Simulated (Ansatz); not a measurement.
The starting structures come from a database of crystals and need not be the phases stable at ambient conditions.

By PBEsol, the system below comes out a metal.

Without scattering a metal conducts by its projected Fermi surface.

Given:

```xyz
16
Lattice="7.0324 0.0000 0.0000 1.8219 6.7923 0.0000 2.6052 -3.3961 4.2803" Properties=species:S:1:pos:R:3 pbc="T T T"
Si     2.2136     1.6981     0.0000
Si     6.6407     5.0942     0.0000
B      5.7298     1.6981     1.1047
B      5.7298     1.6981     3.1756
B      3.7547     4.2727     2.1402
B      7.7048    -0.8765     2.1402
Mo     0.0000     0.0000     0.0000
Mo     4.4272     3.3961     0.0000
Mo     3.6375     1.8631     2.1402
Mo     7.8220     1.5331     2.1402
Mo     1.8871     4.1449     0.7358
Mo     9.5725    -0.7488     3.5445
Mo     5.3471    -0.3655     2.1402
Mo     6.1125     3.7616     2.1402
Mo     7.0975    -2.6474     3.5445
Mo     4.3620     6.0435     0.7358
```

Space group of this cell: I4/mcm. The cell is taken as given; by PBEsol its mean pressure is -8.6 GPa.

The current flows along the normal of the first two printed cell vectors, the (110) plane of the conventional cell. No spin-orbit coupling; the value is a mean over 0.1 eV about the Fermi level.

Q: Estimate the ballistic conductance per area that Ansatz (a quantum-chemistry and plane-wave program) with PBEsol returns for this system.

A: 0.70 × 10¹⁵ S/m² for both spins.
